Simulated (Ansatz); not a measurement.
# W: response to strain

The parent structure is W (space group Pm-3n, No. 223).

```yaml
crystal:
  lattice:
    - [5.03303, 0.00000, 0.00000]
    - [0.00000, 5.03303, 0.00000]
    - [0.00000, 0.00000, 5.03303]
  atoms:
    - { symbol: W, position: [0.00000, 0.00000, 0.00000] }
    - { symbol: W, position: [0.50000, 0.50000, 0.50000] }
    - { symbol: W, position: [0.00000, 0.50000, 0.25000] }
    - { symbol: W, position: [0.00000, 0.50000, 0.75000] }
    - { symbol: W, position: [0.25000, 0.00000, 0.50000] }
    - { symbol: W, position: [0.75000, 0.00000, 0.50000] }
    - { symbol: W, position: [0.50000, 0.75000, 0.00000] }
    - { symbol: W, position: [0.50000, 0.25000, 0.00000] }
```

Cartesian axes are those of the cell as printed.

Strains are applied to the cell and any free atomic positions relax; under biaxial strain the out-of-plane vector relaxes too.

Calculations: Ansatz (an electronic-structure program) PBEsol, no spin-orbit coupling.

Notes on the quantities. pressure: mean of the normal stresses, compression positive.

| change | shortest interatomic distance | space group | pressure |
|---|---|---|---|
| base | 2.517 Å | Pm-3n (No. 223) | 0.0 GPa |
| biaxial strain +4.92 %, plane normal [111], relaxed out of plane | 2.560 Å | R-3c (No. 167) | -11.9 GPa |
| isotropic strain +5.64 % | 2.658 Å | Pm-3n (No. 223) | -36.7 GPa |
| uniaxial strain ε_xx = +0.40 % | 2.517 Å | P4_2/mmc (No. 131) | -1.2 GPa |
| tensor shear ε_yz = −0.37 % | 2.517 Å | Cccm (No. 66) | 0.0 GPa |

Without a gap, meshes like the base's 9×9×9 leave anisotropic stresses uncertain by several tenths of a GPa, and small strain energies with them. No phonon test of stability was made. All final runs are without spin polarisation. This is not the structure that W has at room temperature and ambient pressure.
